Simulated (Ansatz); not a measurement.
CsCl-type CuZn, treated with PBEsol (Ansatz, a quantum-chemistry and plane-wave program, PAW).

Numerical settings: plane-wave cutoff 520 eV, 16×16×16 k mesh, Fermi–Dirac smearing 0.1 eV, perturbation theory, force constants from a 4×4×4 q mesh, no spin polarisation, scalar-relativistic PAW data made under PBE.

Computed at the level's own relaxed cell. Harmonic vibrational thermodynamics at fixed volume:

```json
[
 {"T (K)": "0", "S_vib (J/K per mol of atoms)": "0.00", "C_V (J/K per mol of atoms)": "0.00", "F_vib (eV/atom)": "0.0276"},
 {"T (K)": "100", "S_vib (J/K per mol of atoms)": "13.31", "C_V (J/K per mol of atoms)": "17.04", "F_vib (eV/atom)": "0.0222"},
 {"T (K)": "300", "S_vib (J/K per mol of atoms)": "36.67", "C_V (J/K per mol of atoms)": "23.78", "F_vib (eV/atom)": "-0.0328"},
 {"T (K)": "400", "S_vib (J/K per mol of atoms)": "43.59", "C_V (J/K per mol of atoms)": "24.28", "F_vib (eV/atom)": "-0.0745"},
 {"T (K)": "500", "S_vib (J/K per mol of atoms)": "49.04", "C_V (J/K per mol of atoms)": "24.51", "F_vib (eV/atom)": "-0.1226"},
 {"T (K)": "800", "S_vib (J/K per mol of atoms)": "60.63", "C_V (J/K per mol of atoms)": "24.77", "F_vib (eV/atom)": "-0.2945"},
 {"T (K)": "900", "S_vib (J/K per mol of atoms)": "63.55", "C_V (J/K per mol of atoms)": "24.81", "F_vib (eV/atom)": "-0.3589"}
]
```

The crystal is taken as a harmonic solid at every temperature: melting, phase changes and thermal expansion are not seen, nor the electrons' share in a metal.
